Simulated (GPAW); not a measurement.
Band structure of HfSb₄Mo (Cm, 6 atoms in the cell).

```
CELL_PARAMETERS angstrom
      5.10751    -1.81511     0.00000
      5.10751     1.81511     0.00000
     -4.13866     0.00000     7.25250
ATOMIC_POSITIONS crystal
  Hf 0.15139 0.15139 0.19076
  Sb 0.85895 0.85895 0.47690
  Sb 0.15648 0.15648 0.54617
  Sb 0.39566 0.39566 0.09418
  Sb 0.59104 0.59104 0.88389
  Mo 0.84752 0.84752 0.80810
```

Method of the run: LDA (Perdew-Wang 92), GPAW PAW datasets LDA (gpaw-data 1.0.1) (plane waves; GPAW).

Settings: mode = pw; ecut = 600 eV; xc = LDA; kpts = 5 5 2; mesh shift (steps) = 0 0 0; occupations.name = fermi-dirac; occupations.width = 0.1 eV; nbands = -10; symmetry.symmorphic = false; symmetry.tolerance = 0.0005; maxiter = 100; bandpath_npoints = 40.

The starting cell comes from a database of computed structures (which also holds hypothetical and non-ambient phases and stackings), without a prior relaxation at this level. Its lattice was rescaled by a random factor within 2.5 % of one. Spin-orbit coupling is off. Spin polarisation is off.

Levels in eV from the Fermi level, bands 40 to 47:
```csv
point,40,41,42,43,44,45,46,47
X,-1.80,-1.34,-0.63,0.02,0.40,1.27,1.62,1.78
Γ,-1.27,-1.08,-0.57,-0.50,0.79,1.18,1.76,2.23
```

No band crosses the Fermi level by more than 0.03 eV along this path.
